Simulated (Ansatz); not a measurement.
What biaxial strain −2.08 %, plane normal [001], relaxed out of plane does to hypothetical P-6m2 GaN

The parent structure is GaN (space group P-6m2, No. 187; a = 2.939 Å, c = 2.658 Å; a hypothetical phase, not in the database extracts checked; relaxed with 0.1 eV smearing). Axes: x lies along a and z along c of the hexagonal cell.

Modification: compressive biaxial strain of 2.08 % in the plane normal to [001], as in epitaxy on a mismatched substrate; the out-of-plane cell vector and the atoms relax.

Calculations: PBEsol, PAW, 420 eV (Ansatz, a program for electronic structure; no spin-orbit coupling). k-mesh 23×23×22 (Γ-centred); smearing 0.1 eV (Fermi–Dirac).

The volume per atom falls by 0.37 Å³, from 9.94 Å³ to 9.57 Å³ and the space group remains P-6m2 (No. 187). The band gap stays zero and the out-of-plane strain comes out as +0.37 %. The ratio −ε⊥/ε∥ comes out as 0.18 and the mean in-plane stress (compression positive) amounts to +11.0 GPa.

Final structure (turned so that z lies along the plane normal):

```
GaN
1.0
    2.87813     0.00000     0.00000
    1.43906     2.49253     0.00000
    0.00000     0.00000     2.66731
Ga N
1 1
Direct
  0.00000   0.00000   0.00000
  0.33333   0.33333   0.50000
```

No phonon test of stability was made. All final runs are without spin polarisation.
